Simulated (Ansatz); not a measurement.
For ZnIn2O4 (model structure, started from the defect chalcopyrite type, I-4, No. 82, 7 atoms in the cell), PBE (Ansatz, a program for electronic structure, PAW) gives:

| Property | Result |
|---|---|
| lattice constant a | 4.787 Å |
| lattice parameter c | 10.095 Å |
| enthalpy of formation | -1.315 eV/atom |

Task: What does PBE-D3(BJ) (plane waves, PAW; Ansatz) give for the same quantities?

Result: 
- lattice constant a: 4.722 Å (falls by 1.4 %)
- lattice parameter c: 10.084 Å (falls by 0.1 %)
- formation enthalpy: -1.329 eV/atom (moves by -0.014 eV/atom)

Changes are worked out from the printed values.

Unless a cell is named, each level is at its own relaxed cell (PBE 16.52, PBE-D3(BJ) 16.06 Å³/atom).

Levels without +SOC leave out spin–orbit coupling, which shifts energies and cells of such heavy elements.

Ansatz's density-functional and Hartree–Fock values are scalar-relativistic unless marked +SOC, with PAW data made under PBE.

A model structure was made by putting elements into a prototype or built by hand; it is no filed structure, need not be a known phase, and can be a saddle point held by its symmetry.
